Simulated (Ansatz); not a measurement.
The reference is As in the A7 type structure (space group R-3m, No. 166; a = 3.761 Å, c = 10.734 Å (hexagonal axes); layered).

Method: r2SCAN+rVV10 (Ansatz, a first-principles code), scalar-relativistic without spin-orbit coupling.

It is then changed as follows: every lattice vector is shortened by 1.06 %, atoms relaxed at fixed cell.

Predict the new energy relative to the base and largest internal atomic displacement.

The energy rises by 4.1 meV/atom; the largest internal atomic displacement is 0.012 Å.

The cells carry an imposed strain or load. Stability against distortions was not tested.
